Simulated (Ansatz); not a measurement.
ZnS under load (space group I-4m2), r2SCAN with spin-orbit coupling, rigid bands in Ansatz (an electronic-structure program). Condition of this run: biaxial stress xx = yy = -2 GPa (compression positive) (the target of the relaxation). Band gap 2.50 eV, N_c = 2.18e18 cm⁻³ and N_v = 1.33e19 cm⁻³ at 300 K, conductivity masses along y (a = (0.00, 2.76, 2.62) Å; b = (2.76, 0.00, 2.62) Å; c = (2.76, 2.76, 0.00) Å) of 0.201 mₑ (electrons) and 0.795 mₑ (holes). Take k_BT = 0.02585 eV.

Problem. What thermal injection velocity √(2k_BT/πm) limits a ballistic channel along the direction named?

Solution. 1.20e7 cm/s for electrons and 6.03e6 cm/s for holes, a ratio of √(m_h/m_e) = 1.99, for dilute carriers.

Problem. Find the intrinsic carrier density and the intrinsic Fermi level.

Solution. n_i = √(N_c N_v) exp(−E_g/2k_BT) = 5.38e18 × exp(−48.35) = 5.4e-3 cm⁻³. The level lies (k_BT/2) ln(N_v/N_c) = 23 meV from mid-gap (positive towards the conduction band). Each 0.1 eV added to the gap lowers n_i by a factor of 6.9.

Problem. A film of it is 3 nm thick, with its normal along the direction named. Estimate the confinement energies in an infinite well.

Solution. ħ²π²/(2m t²) = 0.376 eV·nm²/(m/mₑ × t²) gives 208 meV for electrons and 52.6 meV for holes, so the gap would widen to about 2.76 eV. Finite barriers and nonparabolic bands lower this, and with several valleys or bands the heaviest mass along the normal sets the lowest level, not this average.

Rigid bands with the computed gap; masses take one relaxation time for all states.
